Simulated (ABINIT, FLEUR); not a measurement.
A FLEUR input for a self-consistent single point of Li3YSb2 (P-3m1, 6 atoms in the cell) (DFT, PBEsol, all-electron FLAPW (FLEUR), scalar-relativistic valence):

Input of the input generator:

```
scf Li3YSb2
&input film=f /
8.5632563610 -0.0000000515 0.0000000000
-4.2816281359 7.4159975735 0.0000000000
0.0000000000 0.0000000000 13.5821986509
1.0
1.0 1.0 1.0

6
3 0.3333333333 0.6666666667 0.6510100000
3 0.6666666667 0.3333333333 0.3489900000
3 0.0000000000 0.0000000000 0.5000000000
39 0.0000000000 0.0000000000 0.0000000000
51 0.3333333333 0.6666666667 0.2492500000
51 0.6666666667 0.3333333333 0.7507500000

&comp jspins=1 /
&exco xctyp='PBEs' /
&kpt div1=6 div2=6 div3=3 gamma=t /
&end /
```

```xml
<?xml version="1.0" encoding="UTF-8" standalone="no"?>
<fleurInput fleurInputVersion="0.39">
   <comment>
      scf Li3YSb2                                                                                         
   </comment>
   <calculationSetup>
      <cutoffs Kmax="4.6" Gmax="16.1" GmaxXC="16.1" numbands="0"/>
      <scfLoop itmax="100" minDistance="0.00001" maxIterBroyd="15" imix="Anderson" alpha="0.05" precondParam="0.0" spinf="2.0"/>
      <coreElectrons ctail="T" frcor="F" kcrel="0" coretail_lmax="0"/>
      <xcFunctional name="PBEs" relativisticCorrections="F"/>
      <magnetism jspins="1"/>
      <soc l_soc="F" theta="0.0" phi="0.0" spav="F"/>
      <expertModes spex="0" secvar="F"/>
      <geometryOptimization l_f="T" forcealpha="1.0" forcemix="BFGS" epsdisp="0.00001" epsforce="0.00001"/>
      <ldaU l_linMix="F" mixParam="0.05" spinf="1.0"/>
   </calculationSetup>
   <cell>
      <bzIntegration valenceElectrons="44.0" mode="hist" fermiSmearingEnergy="0.00499791">
         <kPointListSelection listName="default-1"/>
         <!-- k-points included here -->
         <xi:include xmlns:xi="http://www.w3.org/2001/XInclude" href="kpts.xml"> </xi:include>
      </bzIntegration>
      <!-- symmetry operations included here -->
      <xi:include xmlns:xi="http://www.w3.org/2001/XInclude" href="sym.xml"> </xi:include>
      <bulkLattice scale="1.0">
         <bravaisMatrix>
            <row-1>    8.5632563610000005    -0.0000000515000000     0.0000000000000000</row-1>
            <row-2>   -4.2816281359000001     7.4159975735000003     0.0000000000000000</row-2>
            <row-3>    0.0000000000000000     0.0000000000000000    13.5821986509000006</row-3>
         </bravaisMatrix>
      </bulkLattice>
   </cell>
   <atomSpecies>
      <species name="Lithium (Li)" element="Li" atomicNumber="3">
         <mtSphere radius="1.72" gridPoints="595" logIncrement="0.016"/>
         <atomicCutoffs lmax="8" lnonsphr="6"/>
         <electronConfig flipSpins="F">
            <coreConfig>(1s1/2)</coreConfig>
            <valenceConfig>(2s1/2)</valenceConfig>
            <stateOccupation state="(2s1/2)" spinUp="0.5" spinDown="0.5"/>
         </electronConfig>
         <energyParameters s="2" p="2" d="3" f="4"/>
      </species>
      <species name="Yttrium (Y)" element="Y" atomicNumber="39">
         <mtSphere radius="2.68" gridPoints="925" logIncrement="0.014"/>
         <atomicCutoffs lmax="10" lnonsphr="8"/>
         <electronConfig flipSpins="F">
            <coreConfig>(1s1/2) (2s1/2) (2p1/2) (2p3/2) (3s1/2) (3p1/2) (3p3/2) (3d3/2) (3d5/2)</coreConfig>
            <valenceConfig>(4s1/2) (4p1/2) (4p3/2) (5s1/2) (4d3/2) (4d5/2)</valenceConfig>
            <stateOccupation state="(4d3/2)" spinUp="0.2" spinDown="0.2"/>
            <stateOccupation state="(4d5/2)" spinUp="0.3" spinDown="0.3"/>
         </electronConfig>
         <energyParameters s="5" p="5" d="4" f="4"/>
         <lo type="SCLO" l="0" n="4" eDeriv="0"/>
         <lo type="SCLO" l="1" n="4" eDeriv="0"/>
      </species>
      <species name="Antimony (Sb)" element="Sb" atomicNumber="51">
         <mtSphere radius="2.68" gridPoints="925" logIncrement="0.014"/>
         <atomicCutoffs lmax="10" lnonsphr="8"/>
         <electronConfig flipSpins="F">
            <coreConfig>(1s1/2) (2s1/2) (2p1/2) (2p3/2) (3s1/2) (3p1/2) (3p3/2) (4s1/2) (3d3/2) (3d5/2) (4p1/2) (4p3/2)</coreConfig>
            <valenceConfig>(5s1/2) (4d3/2) (4d5/2) (5p1/2) (5p3/2)</valenceConfig>
            <stateOccupation state="(5p1/2)" spinUp="0.5" spinDown="0.5"/>
            <stateOccupation state="(5p3/2)" spinUp="1.0" spinDown="1.0"/>
         </electronConfig>
         <energyParameters s="5" p="5" d="5" f="4"/>
         <lo type="SCLO" l="2" n="4" eDeriv="0"/>
      </species>
   </atomSpecies>
   <atomGroups>
      <atomGroup species="Lithium (Li)">
         <relPos label="                   1">1.000/3.000 -1.000/3.000 -.3489900000</relPos>
         <relPos label="                   2">-1.000/3.000 1.000/3.000 .3489900000</relPos>
         <force calculate="T" relaxXYZ="TTT"/>
      </atomGroup>
      <atomGroup species="Lithium (Li)">
         <relPos label="                   3">.0000000000 .0000000000 1.000/2.000</relPos>
         <force calculate="T" relaxXYZ="TTT"/>
      </atomGroup>
      <atomGroup species="Yttrium (Y)">
         <relPos label="                   4">.0000000000 .0000000000 .0000000000</relPos>
         <force calculate="T" relaxXYZ="TTT"/>
      </atomGroup>
      <atomGroup species="Antimony (Sb)">
         <relPos label="                   5">1.000/3.000 -1.000/3.000 .2492500000</relPos>
         <relPos label="                   6">-1.000/3.000 1.000/3.000 -.2492500000</relPos>
         <force calculate="T" relaxXYZ="TTT"/>
      </atomGroup>
   </atomGroups>
   <output dos="F" band="F" slice="F">
      <checks vchk="F" cdinf="F"/>
      <bandDOS minEnergy="-.5*Htr" maxEnergy="0.5*Htr" sigma="0.015" storeEVData="T"/>
      <vacuumDOS vacdos="F" integ="F" star="F" nstars="0" locx1="0.0" locy1="0.0" locx2="0.0" locy2="0.0" nstm="0" tworkf="0.0"/>
      <unfoldingBand unfoldBand="F" supercellX="1" supercellY="1" supercellZ="1"/>
      <plotting iplot="0" polar="F">
         <plot TwoD="T" vec1="  1.0  0.0  0.0" vec2="  0.0  1.0  0.0" vec3="  0.0  0.0  1.0" zero="  0.0  0.0  0.0" file="plot"/>
      </plotting>
      <chargeDensitySlicing numkpt="0" minEigenval="0.0" maxEigenval="0.0" nnne="0" pallst="F"/>
      <specialOutput eonly="F"/>
      <magneticCircularDichroism mcd="F" energyLo="-10.0" energyUp="0.0"/>
   </output>
  <!-- We include the file relax.xml here to enable relaxations (see documentation) -->
  <xi:include xmlns:xi="http://www.w3.org/2001/XInclude" href="relax.xml"> <xi:fallback/> </xi:include>
</fleurInput>
```

Translate this input to ABINIT.

This is the input that was run; spellings and numerical settings could be chosen otherwise.

```
# Li3YSb2, PseudoDojo nc-sr-04 PBEsol standard
pp_dirpath "./"
pseudos "Li.upf, Y.upf, Sb.upf"
acell 8.5632563610 8.5632563610 13.5821986509
rprim
         1.0000000000   -0.0000000060    0.0000000000
        -0.4999999948    0.8660254068    0.0000000000
         0.0000000000    0.0000000000    1.0000000000
natom 6
ntypat 3
znucl 3 39 51
typat 1 1 1 2 3 3
xcart
         0.0000000157    2.6162512656    4.6790627639
         2.2657400665    1.3081256192    2.5083272361
         0.0000000000    0.0000000000    3.5936950000
         0.0000000000    0.0000000000    0.0000000000
         0.0000000157    2.6162512656    1.7914569575
         2.2657400665    1.3081256192    5.3959330425
      Angstrom
ecut 40
occopt 3
tsmear 0.136 eV
nband 33
kptopt 1
ngkpt 6 6 3
nshiftk 1
shiftk 0 0 0
nstep 100
tolvrs 1.0e-10
prtwf 0
prtden 0
prtvol 1
```

Basis settings and potentials, where a program has them, do not carry over. This input uses DFT, PBEsol, plane waves, norm-conserving pseudopotentials (PseudoDojo nc-sr-04 PBEsol standard).

The starting cell comes from a database of computed structures (which also holds hypothetical and non-ambient phases and stackings), without a prior relaxation at this level.
